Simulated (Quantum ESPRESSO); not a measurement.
Worked example: self-consistent single point of MgSi (P-1, 12 atoms in the cell) in Quantum ESPRESSO.

Method of the run: LDA (PZ), GBRV 1.5 ultrasoft (LDA) pseudopotentials (plane waves; Quantum ESPRESSO 7.5).

```
CELL_PARAMETERS angstrom
      4.56715     0.00000     0.00000
     -2.18573     5.00788     0.00000
     -0.75843    -1.03362     9.49350
ATOMIC_POSITIONS crystal
  Mg 0.97598 0.85817 0.35510
  Mg 0.02402 0.14183 0.64490
  Mg 0.55131 0.13064 0.86449
  Mg 0.44869 0.86936 0.13551
  Mg 0.73340 0.54648 0.64650
  Mg 0.26660 0.45352 0.35350
  Si 0.75958 0.47402 0.13804
  Si 0.24042 0.52598 0.86196
  Si 0.86345 0.75918 0.94248
  Si 0.13655 0.24082 0.05752
  Si 0.62500 0.15648 0.40817
  Si 0.37500 0.84352 0.59183
```

Reference input (self-consistent single point, DFT, LDA (PZ), plane waves, GBRV 1.5 ultrasoft (LDA) pseudopotentials): ecutwfc = 40 Ry; ecutrho = 200 Ry; occupations = smearing; smearing = methfessel-paxton; degauss = 0.0099958 Ry; potentials = {Mg: mg_lda_v1.4.uspp.F.UPF, Si: si_lda_v1.uspp.F.UPF}; K_POINTS = automatic 7 6 3 0 0 0; conv_thr = 1e-09 Ry; mixing_beta = 0.5. This run's input differs from it in these lines:

```diff
@@ -12,4 +12,4 @@
    ntyp = 2
-   ecutwfc = 40
-   ecutrho = 200
+   ecutwfc = 16
+   ecutrho = 80
    occupations = 'smearing'
```

The program printed (abridged):

```
     Self-consistent Calculation

     iteration #  1     ecut=    16.00 Ry     beta= 0.50

     total energy              =    -797.22401775 Ry
     estimated scf accuracy    <       4.46023768 Ry

     iteration #  2     ecut=    16.00 Ry     beta= 0.50

     total energy              =    -797.37530051 Ry
     estimated scf accuracy    <       0.82742500 Ry

     iteration #  3     ecut=    16.00 Ry     beta= 0.50

     total energy              =    -797.03049659 Ry
     estimated scf accuracy    <       6.62840286 Ry

   [... 6 blocks of this kind left out ...]

     iteration # 10     ecut=    16.00 Ry     beta= 0.50

     total energy              =    -797.68938212 Ry
     estimated scf accuracy    <          7.2E-09 Ry

     iteration # 11     ecut=    16.00 Ry     beta= 0.50
     End of self-consistent calculation

     the Fermi energy is     7.5870 ev

!    total energy              =    -797.68938212 Ry
     estimated scf accuracy    <          9.4E-10 Ry
     smearing contrib. (-TS)   =       0.00024971 Ry
     internal energy E=F+TS    =    -797.68963183 Ry

     convergence has been achieved in  11 iterations

     Forces acting on atoms (cartesian axes, Ry/au):

     atom    1 type  1   force =    -0.00000201   -0.00343877   -0.00084591
     atom    2 type  1   force =     0.00000201    0.00343877    0.00084591
     atom    3 type  1   force =     0.00267614   -0.00420415   -0.00225876
     atom    4 type  1   force =    -0.00267614    0.00420415    0.00225876
     atom    5 type  1   force =    -0.00134111    0.00391341    0.00124194
   [... lines left out ...]

     Total force =     0.019132     Total SCF correction =     0.000116

          total   stress  (Ry/bohr**3)                   (kbar)     P=    -3765.05
  -0.02566933   0.00002856   0.00000897        -3776.09        4.20        1.32
   0.00002856  -0.02555162   0.00000974            4.20    -3758.77        1.43
   0.00000897   0.00000974  -0.02556189            1.32        1.43    -3760.28

   JOB DONE.
```

The run converged in 11 iterations. Against the reference run the free energy rises by 11.8 eV/atom, the pressure goes from -2.89 to -376.5 GPa and the largest force goes from 0.171 to 0.191 eV/Å.

The starting cell comes from a database of computed structures (which also holds hypothetical and non-ambient phases and stackings), without a prior relaxation at this level. At the lowered cutoff the pressure carries the error of an incomplete plane-wave basis.

Cost on one core of a shared machine: roughly 2 min.
